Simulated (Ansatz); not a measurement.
**Pressure series in TiC**

Start from TiC in the rock salt structure (space group Fm-3m, No. 225; a = 4.333 Å).

Cell and atoms are relaxed at each pressure.

Computed with PBE (Ansatz, an electronic-structure program; PAW; 420 eV plane waves; scalar-relativistic without spin-orbit coupling).

Notes on the quantities. enthalpy: H = E + PV relative to the base's energy.

```json
[
 {"variant": "base", "shortest interatomic distance": "4.094 bohr", "enthalpy": "–"},
 {"variant": "pressure −2 GPa", "shortest interatomic distance": "4.105 bohr", "enthalpy": "-0.13 eV/atom"},
 {"variant": "pressure −1 GPa", "shortest interatomic distance": "4.100 bohr", "enthalpy": "-0.06 eV/atom"},
 {"variant": "pressure 0.9 GPa", "shortest interatomic distance": "4.089 bohr", "enthalpy": "+0.06 eV/atom"},
 {"variant": "pressure 2.1 GPa", "shortest interatomic distance": "4.083 bohr", "enthalpy": "+0.13 eV/atom"},
 {"variant": "pressure 4.5 GPa", "shortest interatomic distance": "4.071 bohr", "enthalpy": "+0.28 eV/atom"},
 {"variant": "pressure 9 GPa", "shortest interatomic distance": "4.049 bohr", "enthalpy": "+0.56 eV/atom"},
 {"variant": "pressure 15 GPa", "shortest interatomic distance": "4.021 bohr", "enthalpy": "+0.93 eV/atom"},
 {"variant": "pressure 22.5 GPa", "shortest interatomic distance": "3.990 bohr", "enthalpy": "+1.37 eV/atom"},
 {"variant": "pressure 30 GPa", "shortest interatomic distance": "3.962 bohr", "enthalpy": "+1.81 eV/atom"}
]
```

Load acts through the strain it causes; cell and atoms are relaxed under it. No phonon test of stability was made. Competing high-pressure phases were not computed. The final runs are not spin-polarised.
